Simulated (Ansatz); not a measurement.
Consider MoS2 in the 2H-MoS2 type structure (space group P6_3/mmc, No. 194; layered, stacked along the Cartesian z axis).

```xyz
6
Lattice="3.1090 0.0000 0.0000 -1.5545 2.6925 0.0000 0.0000 0.0000 11.7086" Properties=species:S:1:pos:R:3 pbc="T T T"
Mo     0.0000     1.7950     2.9272
Mo     1.5545     0.8975     8.7815
S      0.0000     1.7950     7.2182
S      1.5545     0.8975     1.3639
S      1.5545     0.8975     4.4905
S      0.0000     1.7950    10.3448
```

Calculations: DFT with PBEsol-D3(BJ), PAW potentials and a 420 eV plane-wave cutoff in Ansatz (a quantum-chemistry and plane-wave program), no SOC, earlier PAW set.

Before the change:

| Property | Result |
|---|---|
| Width of the top valence band | 1.88 eV |
| Lattice parameter a | 3.109 Å |
| Gap character | indirect, Γ → K–Γ (44 % along) |

Modification: cell and atoms relaxed at a pressure of 3 GPa.

**Question.** Estimate the effect on the width of the top valence band.

**Answer.** The width of the top valence band goes up by 0.11 eV to 1.99 eV.

**Question.** What does the calculation give for the lattice parameter a after the change?

**Answer.** The lattice parameter a shrinks by 0.024 Å to 3.085 Å.

**Question.** Predict the new mean gap deformation potential ΔEg/Δln V.

**Answer.** The mean gap deformation potential ΔEg/Δln V is +4.5 eV.

**Question.** Estimate the effect on the gap character.

**Answer.** The gap character stays indirect, Γ → K–Γ (44 % along).

Load acts through the strain it causes; cell and atoms are relaxed under it. Stability against distortions was not tested.
